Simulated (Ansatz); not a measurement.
The parent structure is Ge in the diamond structure (space group Fd-3m, No. 227; a = 5.762 Å).

Computed with PBE/PAW in Ansatz (an electronic-structure program), scalar-relativistic without spin-orbit coupling.

Strains are applied to the cell and any free atomic positions relax.

One change was made to it. Results:

| quantity | base | after |
|---|---|---|
| energy relative to the base (free energy F) | 0 meV/atom | +32 meV/atom |
| pressure | 0.0 GPa | -4.2 GPa |

Problem. What was done to the base?
(A) isotropic strain +2.50 %
(B) isotropic strain −2.00 %
(C) isotropic strain +1.00 %
(D) isotropic strain +3.00 %

Solution. D, isotropic strain +3.00 %. For comparison, the energy relative to the base in the other runs: isotropic strain −2.00 % gives +17 meV/atom; isotropic strain +1.00 % gives +3.8 meV/atom; isotropic strain +2.50 % gives +22 meV/atom.

Whether these cells are dynamically stable was not tested.
